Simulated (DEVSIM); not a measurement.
System: p-channel Si planar bulk MOSFET with Al2O3, at 300 K.

```yaml
gate_length: 25 nm
source_drain_length: 20 nm
dielectric_thickness: 1.6 nm
lateral_straggle: 1 nm
underlap: 0 nm
junction_depth: 13.3 nm
substrate_depth: 129 nm
gate_work_function: 5.14 eV
source_and_drain_doping: 5.2e19 cm⁻³, Gaussian tails under the gate
body_doping: 2.1e18 cm⁻³
lifetime: 2e-7 s
supply: 0.7 V
back_or_body_bias: 0.5 V
```

All mobilities are scaled by 0.2; velocity saturation, μ/(1 + (μE/vsat)^b)^(1/b) with b = 2 for electrons and 1 for holes and E the electric field along each mesh edge, is on. Mobility is constant in doping.

This is a model device: material constants are rounded textbook-type values typed into the input, and sizes, dopings and lifetimes were drawn at random. Values at 300 K.

Si: gap (eV) 1.124, affinity (eV) 4.05, permittivity 11.7, Nc (cm⁻³) 2.86e19, Nv (cm⁻³) 3.1e19, μn (cm²/Vs) 1417, μp (cm²/Vs) 470, vsat,n (cm/s) 1e7, vsat,p (cm/s) 8.4e6. Al2O3: gap (eV) 6.8, affinity (eV) 1.35, permittivity 9.

Simulated with DEVSIM: 2D drift-diffusion, Boltzmann statistics, complete ionisation; no quantum confinement, tunnelling, impact ionisation, self-heating, contact resistance or fringe fields beside the gate. Metal contacts follow the ideal Schottky-Mott rule: no Fermi-level pinning, no interface dipoles.

Transfer curves, |Id| in μA/μm:

| Vg (V) | Vd = -0.05 V | Vd = -0.7 V |
|---|---|---|
| 0.21 | 0.0002360 | 0.001226 |
| 0.175 | 0.0006989 | 0.003559 |
| 0.14 | 0.002070 | 0.01035 |
| 0.105 | 0.006130 | 0.03014 |
| 0.07 | 0.01812 | 0.08764 |
| 0.035 | 0.05336 | 0.2536 |
| 0 | 0.1560 | 0.7256 |
| -0.035 | 0.4495 | 2.024 |
| -0.07 | 1.257 | 5.292 |
| -0.105 | 3.307 | 12.64 |
| -0.14 | 7.835 | 26.67 |
| -0.175 | 15.93 | 48.58 |
| -0.21 | 27.67 | 78.13 |
| -0.245 | 41.97 | 114.1 |
| -0.28 | 57.55 | 155.3 |
| -0.315 | 73.41 | 200.8 |
| -0.35 | 88.95 | 249.8 |
| -0.385 | 103.8 | 301.8 |
| -0.42 | 118.0 | 356.4 |
| -0.455 | 131.3 | 413.2 |
| -0.49 | 143.8 | 471.5 |
| -0.525 | 155.4 | 531.3 |
| -0.56 | 166.3 | 592.3 |
| -0.595 | 176.5 | 654.3 |
| -0.63 | 185.9 | 717.0 |
| -0.665 | 194.8 | 780.3 |
| -0.7 | 203.0 | 844.0 |

**Question.** Work out the subthreshold swing at low drain bias from the rows at 0.175 and 0.14 V, and compare it with the thermal limit.

**Answer.** log10(0.002070/0.0006989) = 0.472 over 35.0 mV, so S = 74.2 mV/decade. The limit kT/q ln 10 is 59.5 mV/decade; the ratio is 1.25. This is the steepest step of the table.

**Question.** Find both thresholds at the constant current 0.1 μA × (1 μm/L) a micrometre, and the DIBL.

**Answer.** The current is 4.00 μA/μm. Interpolating ln Id gives -0.113 V and -0.060 V; their difference over the 0.65 V of drain bias is 81 mV/V.

Source and drain are degenerate, where Boltzmann statistics are only rough. The electric field that drives the saturation includes the junctions' built-in field, which lowers the mobility there even at small currents: subthreshold currents come out too low, a known weakness of this choice.
